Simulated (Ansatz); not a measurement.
## Pressure series in BP

Consider BP in the zinc blende structure (space group F-43m, No. 216; a = 4.5484 Å).

Cell and atoms are relaxed at each pressure.

All numbers come from Ansatz (an electronic-structure program) PBE, no spin-orbit coupling.

```tsv
P (GPa)	V (Å³/atom)
-1.99	11.911
-0.99	11.835
0.90	11.698
2.10	11.614
4.50	11.455
9.00	11.183
15.00	10.862
22.50	10.512
30.00	10.207
```

Problem. Fit a third-order Birch–Murnaghan equation of state.

Solution. Least squares on P(V) = (3B₀/2)[(V₀/V)^(7/3) − (V₀/V)^(5/3)]·[1 + (3/4)(B₀′ − 4)((V₀/V)^(2/3) − 1)] gives V₀ = 11.76 Å³/atom, B₀ = 162 GPa and B₀′ = 3.8.

Measured bulk modulus of BP: 176.5 GPa (static lattice; corrected from measurement; as listed in Tamar Goldzak et al., The Journal of Chemical Physics (2022)); the computed value is 8 % below it.

Load acts through the strain it causes; cell and atoms are relaxed under it. No phonon test of stability was made. No other phases were tried under pressure.
